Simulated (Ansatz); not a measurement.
Band structure of MnCuO₂ (C2/m, 4 atoms in the cell).

```xyz
4
Lattice="2.7876 -1.4464 0.0000 2.7876 1.4464 0.0000 -1.4182 0.0000 5.7008" Properties=species:S:1:pos:R:3 pbc="T T T"
Mn     0.0000     0.0000     0.0000
Cu     2.0785     0.0000     2.8504
O      2.1545     0.0000     4.6748
O      2.0025     0.0000     1.0260
```
Moments meant for the start (each program seeds them in its own way; μB, in the order of the atoms Mn Cu O O): 4.0 0.0 0.0 0.0.

Method of the run: PBEsol, PAW files made with PBE (plane waves; Ansatz, an electronic-structure program).

Settings: kpoints.mp_grid.grid = 7 7 3; hamiltonian.xc = pbesol; hamiltonian.pseudopotentials = {kind: paw} (the program's default PAW files); magnetization.spin_polarized = true; scf.occupations.method = gaussian; scf.occupations.width = 0.136 eV; kpoints.band_path.npoints = 8.

The starting cell comes from a database of computed structures (which also holds hypothetical and non-ambient phases and stackings), without a prior relaxation at this level. With one magnetic atom in the cell only a parallel order is possible.

Levels in eV from the Fermi level, bands 22 to 29 of the first spin channel:
```
point     22     23     24     25    26    27    28    29
-----  -----  -----  -----  -----  ----  ----  ----  ----
Γ      -2.50  -2.46  -2.41   0.12  1.32  1.43  5.33  7.17
Y      -2.07  -1.92  -1.59  -0.56  1.26  1.97  5.24  8.18
F      -2.07  -2.02  -1.45  -0.65  1.09  1.91  5.17  8.34
L      -2.07  -1.84  -1.28  -0.74  0.92  1.99  4.73  8.96
I      -2.28  -2.02  -0.99  -0.67  0.57  3.83  4.96  7.73
```

Bands cross the Fermi level along this path, so the cell is metallic at this level.

The net moment of the cell came out as 3.99 μB.

Keys are those of Ansatz 0.2.
